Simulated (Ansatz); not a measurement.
Consider SnSe2 in the CdI2 type structure (space group P-3m1, No. 164; a = 3.8258 Å, c = 6.2309 Å; layered, stacked along the Cartesian z axis). Axes: x lies along a and z along c of the hexagonal cell.

Method: Ansatz (a first-principles code), r2SCAN+rVV10, PAW, cutoff 500 eV, no spin-orbit coupling.

Strains are applied to the cell and any free atomic positions relax; under biaxial strain the out-of-plane vector relaxes too; under stress the whole cell relaxes.

One change was made to it. Results:

```json
[
 {"quantity": "smallest direct gap", "base": "1.49 eV", "after": "1.36 eV"},
 {"quantity": "band gap", "base": "0.94 eV", "after": "0.85 eV"}
]
```

**Question.** Which of these changes matches the shifts?
A) biaxial strain +3.73 %, plane normal [001], relaxed out of plane
B) uniaxial stress, 0.5 GPa compression along z
C) biaxial strain +1.53 %, plane normal [001], relaxed out of plane

**Answer.** B, uniaxial stress, 0.5 GPa compression along z. For comparison, the smallest direct gap in the other runs: biaxial strain +3.73 %, plane normal [001], relaxed out of plane gives 0.52 eV; biaxial strain +1.53 %, plane normal [001], relaxed out of plane gives 1.11 eV.

Stability under load was not tested beyond the relaxation.
